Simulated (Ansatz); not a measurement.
Migration of N vacancy in wurtzite GaN in several charge states. These are PBE, PAW (plane waves to 420 eV; Ansatz, a program for electronic structure) values and carry that method's errors.

Each figure is the lowest single hop between equivalent sites among the routes that converged and passed our checks, counted from the lowest site run. It need not be the barrier to long-range diffusion, and untried routes may lie lower. Climbing-image NEB, static nuclei, fixed cells, no finite-size correction; on the finer meshes named, energies are single points at the band's geometries. Saddle orders were checked for a part of the study's bands only and are not shown. Vacancies start on their lattice site; split forms were not set up. Charge states are imposed.

| State | Route | Hop (Å) | Cell |
|---|---|---|---|
| charge +1 | a nearby N jumps into the vacancy | 3.20 | 72 sites, 2×2×2 shifted along c |
| charge +3 | a nearby N jumps into the vacancy | 3.23 | 192 sites, 2×2×2 shifted along c |

Question: How does the barrier change with the charge state?

Answer: charge +1: 3.64 eV; charge +3: 2.38 eV. At the saddle the moving atom has neighbours (+1) Ga at 1.86, Ga at 2.16, Ga at 2.25, Ga at 2.29, Ga at 2.41 Å; (+3) Ga at 1.85, 2 Ga at 2.27 Å.
